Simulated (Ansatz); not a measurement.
Take MgS in the rock salt structure (space group Fm-3m, No. 225; a = 5.230 Å) as the base.

The values are results of Ansatz (a first-principles code), PBE, PAW, cutoff 420 eV, without spin-orbit coupling, not measurements.

For the base:

The valley order is X along ⟨100⟩ 2.76 eV; Γ 3.60 eV.

One thing is altered: every lattice vector is shortened by 0.50 %; the atoms relax in the strained cell.

### Question
What happens to the valley order?

### Answer
The valley order (the lowest conduction-band minima on the path, energy above the VBM, named in the base's zone) goes from X along ⟨100⟩ 2.76 eV; Γ 3.60 eV to X along ⟨100⟩ 2.79 eV; Γ 3.72 eV.

The levels and masses belong to the bands next to the band gap. Stability against distortions was not tested.
